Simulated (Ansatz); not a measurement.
The starting structures come from a database of crystals and need not be the phases stable at ambient conditions.

 Where the default PAW files enter, the runs use the earlier of Ansatz's two default sets.

Tunnelling through a barrier is set by its complex band structure: the current falls as exp(−2κd) with the smallest κ.

Data:

```
CELL_PARAMETERS angstrom
      6.51656     0.76504    -0.10192
     -0.44054     4.35165    -0.30557
     -1.62161     0.25666     6.46472
ATOMIC_POSITIONS crystal
  V  0.77515 0.61038 0.70796
  V  0.22485 0.38962 0.29204
  V  0.31011 0.39472 0.81667
  V  0.68989 0.60528 0.18333
  O  0.04018 0.49424 0.79836
  O  0.95982 0.50576 0.20164
  O  0.61593 0.50360 0.88667
  O  0.38407 0.49640 0.11333
  O  0.77391 0.97365 0.71033
  O  0.22609 0.02635 0.28967
  O  0.31145 0.03320 0.81693
  O  0.68855 0.96680 0.18307
  O  0.68944 0.50166 0.44684
  O  0.31056 0.49834 0.55316
```

Space group of this cell: P-1. The cell was relaxed by PBE-D3(BJ); by r2SCAN its mean pressure is -3.0 GPa.

Transport runs along the normal of the first two printed cell vectors.

The gap is the functional's own. No spin-orbit coupling. Mid-gap values are interpolated on the energy grid.

Task: Compute, with Ansatz (a quantum-chemistry and plane-wave program) with r2SCAN, the band gap and the smallest decay constant κ at mid-gap.

Result: Gap 2.23 eV on a 6×8×6 mesh; κ = 0.428 1/Å, at (0.167, 0.000) of the in-plane reciprocal vectors. At the zone centre, at the nearest computed energy, the slowest state has κ = 0.44 1/Å.
